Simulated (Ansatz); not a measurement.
Take Ru in the hcp (Mg type) structure (space group P6_3/mmc, No. 194; relaxed with 0.1 eV smearing) as the base.

```
Ru
1.0
    2.70429     0.00000     0.00000
   -1.35214     2.34198     0.00000
    0.00000     0.00000     4.26291
Ru
2
Direct
  0.66667   0.33333   0.75000
  0.33333   0.66667   0.25000
```

Cartesian axes are those of the cell as printed.

Computed with Kohn–Sham DFT with the r2SCAN functional, run in Ansatz (a first-principles code) with PAW and 500 eV plane waves, spin-orbit coupling left out.

Strains are applied to the cell and any free atomic positions relax.

One change was made to it. Results:

The energy grows by 0.7 meV/atom; the pressure (mean of the normal stresses, compression positive) goes from zero to -1.7 GPa; the shortest interatomic distance grows by 0.009 Å to 2.651 Å; the band gap stays zero.

### Question
Which of these changes matches the shifts?
A. uniaxial strain ε_zz = +2.50 %
B. uniaxial strain ε_zz = +3.00 %
C. uniaxial strain ε_zz = +0.50 %

### Answer
C, uniaxial strain ε_zz = +0.50 %. For comparison, the energy relative to the base in the other runs: uniaxial strain ε_zz = +2.50 % gives +17 meV/atom; uniaxial strain ε_zz = +3.00 % gives +24 meV/atom.

No phonon test of stability was made. The final runs are not spin-polarised.
